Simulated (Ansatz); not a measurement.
The parent structure is GaAs in the zinc blende structure (space group F-43m, No. 216; a = 5.6594 Å). Axes: x, y, z lie along the cube axes.

Modification: biaxial strain −1.02 %, plane normal [001], relaxed out of plane (Cartesian); in-plane vectors clamped, the third vector and the atoms free.

Levels (all Ansatz, a quantum-chemistry and plane-wave program, PAW, earlier PAW set): PBEsol (420 eV, no SOC); HSE06+SOC (420 eV, with spin-orbit coupling).

The geometry is relaxed with PBEsol.

PBEsol band gap: 0.47 eV
PBEsol valence-band top at Γ: 0.00, 0.00, -0.12 eV

Predict the band gap and valence-band top at Γ from HSE06+SOC.

The band gap goes up by 0.85 eV, from 0.47 eV to 1.32 eV; the valence-band top at Γ (three highest Kramers pairs, from the VBM) changes from 0.00, 0.00, -0.12 eV to 0.00, -0.07, -0.42 eV.

Single points use the geometry relaxed with PBEsol. Differences between runs with and without spin-orbit coupling are approximate. Stability against distortions was not tested.
